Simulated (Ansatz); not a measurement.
Candidates (primitive cells; geometry: cell and atoms relaxed with PBEsol):
A. SiC (F-43m), a = b = c = 3.0807 Å, α = β = γ = 60.00°
B. SiO2 (P3_121), a = b = 4.949 Å, c = 5.441 Å, α = β = 90.00°, γ = 120.00°
C. Si (Fd-3m), a = 3.842 Å, b = 3.842 Å, c = 3.842 Å, α = 60.00°, β = 60.00°, γ = 60.00°

**Question.** Order them by Seebeck coefficient, p-type 1e19 cm⁻³ (lowest first) at the level PBEsol, rigid bands (Ansatz, a quantum-chemistry and plane-wave program).

**Answer.** C (319 μV/K), A (442 μV/K), B (618 μV/K)

Seebeck coefficients are for the stated density at 300 K, with one relaxation time for all states and whether or not that doping can be reached. Spin-orbit coupling is left out.
